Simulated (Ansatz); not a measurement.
BN, response to strain

Consider BN in the wurtzite structure (space group P6_3mc, No. 186; a = 2.5232 Å, c = 4.1751 Å).

Strains are applied to the cell and any free atomic positions relax.

Method: Ansatz (an electronic-structure program) LDA, without spin-orbit coupling.

Notes on the quantities. energy relative to the base: free energy F; pressure: mean of the normal stresses, compression positive.

```json
[
 {"change": "base", "energy relative to the base": "0 meV/atom", "volume per atom": "5.76 Å³", "electron mass": "0.30 mₑ along c, 0.50 mₑ across (at K)", "pressure": "0.00 GPa"},
 {"change": "isotropic strain +0.60 %", "energy relative to the base": "+2.3 meV/atom", "volume per atom": "5.86 Å³", "electron mass": "0.30 mₑ along c, 0.50 mₑ across (at K)", "pressure": "-6.98 GPa"},
 {"change": "isotropic strain +1.20 %", "energy relative to the base": "+9.1 meV/atom", "volume per atom": "5.96 Å³", "electron mass": "0.30 mₑ along c, 0.51 mₑ across (at K)", "pressure": "-13.47 GPa"},
 {"change": "isotropic strain +1.80 %", "energy relative to the base": "+20 meV/atom", "volume per atom": "6.07 Å³", "electron mass": "0.31 mₑ along c, 0.51 mₑ across (at K)", "pressure": "-19.50 GPa"},
 {"change": "isotropic strain +2.40 %", "energy relative to the base": "…", "volume per atom": "6.18 Å³", "electron mass": "0.31 mₑ along c, 0.52 mₑ across (at K)", "pressure": "…"},
 {"change": "isotropic strain +3.00 %", "energy relative to the base": "+54 meV/atom", "volume per atom": "6.29 Å³", "electron mass": "0.31 mₑ along c, 0.52 mₑ across (at K)", "pressure": "-30.28 GPa"}
]
```

Q: Complete the table.

A: 
- isotropic strain +2.40 %, energy relative to the base: +35 meV/atom
- isotropic strain +2.40 %, pressure: -25.10 GPa

The levels and masses belong to the bands next to the band gap. Masses are band curvatures over ±0.01 Å⁻¹ around the edge. Stability against distortions was not tested.
